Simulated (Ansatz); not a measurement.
The reference is TiO$_{2}$ in the anatase structure (space group I4_1/amd, No. 141; a = 3.770 Å, c = 9.552 Å). Axes: x, y, z lie along a, b, c of the conventional cell.

Now apply this change: uniaxial strain ε_zz = +4.11 %, all other strain components held at zero, atoms relaxed at fixed cell.

Levels (all Ansatz, a first-principles code, PAW): PBEsol (420 eV, without spin-orbit coupling); r2SCAN (500 eV, no SOC); HSE06 (420 eV, no spin-orbit coupling).

At the geometry relaxed with PBEsol, these levels gave the following band gaps, in shuffled order: (a) 3.74 eV, (b) 2.21 eV, (c) 2.63 eV.

Task: Match each gap to its level.

Result: (a) HSE06; (b) PBEsol; (c) r2SCAN.

Single points use the geometry relaxed with PBEsol. HSE06 gaps are upper bounds (no full band path). Whether these cells are dynamically stable was not tested. The base started in C2/c and relaxed to I4_1/amd at this level. All final runs are without spin polarisation.
